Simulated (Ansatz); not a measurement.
# GeS (Cmcm, No. 63, 4 atoms in the cell; start mp-12910; a measured phase of this formula has another space group)

Computed with PBEsol (plane waves, PAW; Ansatz, a first-principles code).

Settings: plane-wave cutoff 520 eV, 10×10×10 k mesh, Fermi–Dirac smearing 0.01 eV, scalar-relativistic PAW data made under PBE.

Cell (relaxed at this level):

```
CELL_PARAMETERS angstrom
      1.90581    -5.27442     0.00000
      1.90581     5.27442     0.00000
      0.00000     0.00000     3.79586
ATOMIC_POSITIONS crystal
  Ge 0.86946 0.13054 0.75000
  Ge 0.13054 0.86946 0.25000
  S  0.64405 0.35595 0.75000
  S  0.35595 0.64405 0.25000
```

| Property | Value |
|---|---|
| band gap | 0.11 eV (indirect) |
| smallest direct gap on the k points sampled | 0.83 eV |
| direct gap at Γ | 4.03 eV |

Note: the cell has widely spaced layers and the level no dispersion term, so their spacing and the moduli can rest on weak binding.

Spin–orbit coupling is not included.

Computed values are for the static lattice.

Computing time: about 30 core-seconds (a rough figure).

A start named mp-… is a Materials Project structure, which need not be a measured phase.
